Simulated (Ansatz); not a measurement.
A user runs Ansatz (a first-principles code) on Y (Fm-3m, 1 atom in the cell) and asks whether the run is sound. The aim is a self-consistent single point with DFT, r2SCAN, plane waves, default PAW files made with PBE.

Cell that was meant: a = 3.6032 Å, b = 3.6032 Å, c = 3.6032 Å, α = 60.00°, β = 60.00°, γ = 60.00°.

Part of the input:

Ansatz 0.2 input:
```yaml
    - [2.547858, 2.547858, 0.000000]
  atoms:
    - { symbol: Y, position_ang: [0.000000, 0.000000, 0.000000] }
basis:
  ecutwfc: 30
kpoints:
  mp_grid: { grid: [8, 8, 8] }
hamiltonian:
```

Log, with long lists cut:

```
   [... lines left out ...]
k-points: 29 of 512
PAW frozen core: Y, regenerated for the run's functional
Initial density: superposition of atomic densities (neutral atoms: chi_scale 0, normalization atom), corrected by the library's trained network
Initial wavefunctions: pseudopotential atomic-orbital guess
Eigensolver: davidson
Functional: x = r2scan, c = r2scan; τ floored in thin density (d = 2e-4 eV/Å³)
SCF iter   1: F=—  HF=-3710.748486 eV  |F-HF|=—  |Δ(HF+E_count)|=         —  Δρ=5.55e-1  dr2=1.30e2  dr2_τ=1.22e1  ethr=1.77e-3  ⟨swp⟩=1.0  Hψ=366  notcnv=0
all-band conjugate gradients solve this SCF's bands
preconditioner: auto → none
SCF iter   2: F=—  HF=-3638.653564 eV  |F-HF|=—  |Δ(HF+E_count)|=    7.21e1  S|Δr|=    0.00e0  Δρ=2.70e-1  dr2=2.91e1  dr2_τ=1.06e-1  ethr=1.77e-3  ⟨swp⟩=1.0  Hψ=366  notcnv=0
   [... lines left out ...]
SCF iter   4: F=—  HF=-3620.337299 eV  |F-HF|=—  |Δ(HF+E_count)|=   1.55e-2  S|Δr|=    0.00e0  Δρ=4.35e-4  dr2=6.98e-5  dr2_τ=3.05e-7  ethr=2.38e-4  ⟨swp⟩=1.0  Hψ=319  notcnv=0
SCF iter   5: F=—  HF=-3620.337306 eV  |F-HF|=—  |Δ(HF+E_count)|=   7.19e-6  S|Δr|=    0.00e0  Δρ=3.47e-5  dr2=6.35e-7  dr2_τ=1.76e-9  ethr=6.35e-7  ⟨swp⟩=1.4  Hψ=255  notcnv=0
SCF iter   6: F=-3620.337306 eV  HF=-3620.337306 eV  |F-HF|=4.04e-9  |Δ(HF+E_count)|=   1.32e-7  S|Δr|=    0.00e0  Δρ=8.21e-6  dr2=2.60e-8  dr2_τ=9.71e-11  ethr=9.09e-10  ⟨swp⟩=2.3  Hψ=533  notcnv=0
SCF 1 converged in 6 iterations: F = -3620.337306 eV  dr2 = 2.60e-8
Stability not checked (fill_not_monotonic)
Free energy (F): -3620.337306 eV
Internal energy: -3620.336214 eV  (E = F + TS)
E sigma→0 (E₀):  -3620.336942 eV
Entropy (-TS):   -0.001093 eV (-1.093 meV/atom)
Fermi energy:    16.398242 eV
--- Forces (eV/Å), atoms counted from 1 ---
  atom   1  Y     -0.00000000     0.00000000     0.00000000
--- Stress (GPa, compression-positive) ---
     -845.675910      -0.000000       0.000000
       -0.000000    -845.675910      -0.000000
       -0.000000       0.000000    -845.675910
  P = ⅓ Tr σ = -845.6759 GPa (-8456.759 kbar)
  The stress holds no Pulay correction (an occupied level lies too near the plane-wave cutoff): it is that at fixed plane waves, as pw.x and ABINIT print it
```

### Question
Is anything amiss in this input, and did it matter?

### Answer
The run is not sound. The fault is this: a cutoff meant in Ry typed as a bare number, read as eV. A bare number is read in the key's own unit, and eV, Ry (13.6 eV) and Ha (27.2 eV) lie far apart, so the setting ends up far from the one that was meant. To fix it, convert the value to the unit that the key expects. The run converged in 6 iterations without an error; against the sound input the free energy goes up by 239 eV/atom and the pressure goes from -0.29 to -845.7 GPa.

The sound input it was made from differs as follows (other fixes are possible):
```diff
-basis:
-  ecutwfc: 30
```

With that input, the run converged in 5 iterations: free energy E − TS (on the zero of these files) -3859.6614 eV; Fermi level (on the code's own zero) 9.37 eV; pressure -0.29 GPa (DFT, r2SCAN, plane waves, default PAW files made with PBE).

On the sound input: the starting cell was generated: these elements placed on a structure prototype, without a prior relaxation; it need not be a known phase or ordering of this composition. Ansatz's pressure includes its estimate of the finite-basis (Pulay) stress.
